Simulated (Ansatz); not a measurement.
**What isotropic strain +3.17 % does to C**

The reference is C in the diamond structure (space group Fd-3m, No. 227; a = 3.560 Å).

It is then changed as follows: the cell is scaled by 1.0317 in all directions; the atoms relax in the strained cell.

Computed with Ansatz (an electronic-structure program), r2SCAN, PAW, cutoff 500 eV, no spin-orbit coupling. k-mesh 16×16×16 (Γ-centred); smearing 0.05 eV (Fermi–Dirac).

| quantity | base | changed | shift |
|---|---|---|---|
| space group | Fd-3m (No. 227) | Fd-3m (No. 227) | – |
| shortest interatomic distance | 2.913 bohr | 3.006 bohr | +0.0924 bohr |
| energy relative to the base (free energy F) | 0 meV/atom | +66 meV/atom | +66 meV/atom |
| pressure | 0.00 GPa | -35.48 GPa | -35.486 GPa |
| band gap | 4.36 eV | 4.15 eV | -0.215 eV |
| smallest direct gap | 5.90 eV | 5.63 eV | -0.265 eV |
| width of the top valence band | 8.75 eV | 7.95 eV | -0.80 eV |
| electron mass | 1.8 mₑ along k, 0.28 mₑ across (off the special points) | 1.5 mₑ along k, 0.28 mₑ across (off the special points) | – |
| hole mass (degenerate bands, along [100]) | 0.28, 0.28, 0.47 mₑ (at Γ) | 0.29, 0.29, 0.43 mₑ (at Γ) | – |

Masses are band curvatures over ±0.01 Å⁻¹ around the edge. Along k means along the line from Γ to the band edge. Whether these cells are dynamically stable was not tested.
